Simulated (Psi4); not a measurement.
Psi4 1.11, unrestricted PBE/def2-svp: [C]Br, charge 0, multiplicity 2, 2 atoms. The geometry is a generated start, not checked to be a minimum at this level.

```yaml
task: energy
method: pbe
basis: def2-svp
memory: 3 GB
maxiter: 100
keys_of_the_molecule_block: symmetry c1
scf_type: df (default)
e_convergence: 1e-06 (default)
d_convergence: 1e-06 (default)
dft_radial_points: 75 (default)
dft_spherical_points: 302 (default)
basis_functions: 46
grid_points: 40925
```

```xyz
2

C      0.0320    -0.0174    -0.8803
Br    -0.0320     0.0174     0.8803
```

Charge 0 and multiplicity 2 are set for this test and not shown to be the ground state.

With the defaults (diis = true, scf_initial_accelerator = adiis, damping_percentage = 0, soscf = false, soscf_start_convergence = 0.01, guess = auto, which took SAD, diis_max_vecs = 10, level_shift = 0, level_shift_cutoff = 0.01) it converges in 9 SCF iterations. One run each on 2 threads, with these changes:
- soscf = true, soscf_start_convergence = 0.001
- level_shift = 0.1, level_shift_cutoff = 0.001
- diis = false, scf_initial_accelerator = none, damping_percentage = 60
- soscf = true
- guess = sapgau
- soscf = true, soscf_start_convergence = 0.1
- damping_percentage = 20
- diis_max_vecs = 3
- diis_max_vecs = 20

Task: Which of these changes keep the SCF from converging, or lead it to another solution?

Result: No convergence: diis = false, scf_initial_accelerator = none, damping_percentage = 60 (the run ends without SCF convergence in 100 iterations). The rest reach the solution of the defaults.

| setting | SCF iterations | JK calls | end |
|---|---|---|---|
| soscf = true | 7 | 23 | same solution |
| soscf = true, soscf_start_convergence = 0.1 | 7 | 28 | same solution |
| soscf = true, soscf_start_convergence = 0.001 | 8 | 19 | same solution |
| the defaults | 9 | 10 | same solution |
| guess = sapgau | 9 | 9 | same solution |
| diis_max_vecs = 20 | 9 | 10 | same solution |
| level_shift = 0.1, level_shift_cutoff = 0.001 | 9 | 10 | same solution |
| diis_max_vecs = 3 | 11 | 12 | same solution |
| damping_percentage = 20 | 25 | 26 | same solution |
| diis = false, scf_initial_accelerator = none, damping_percentage = 60 | 100 | 101 | no convergence |

An SOSCF iteration holds several JK calls; a Hückel guess adds calls on atoms.
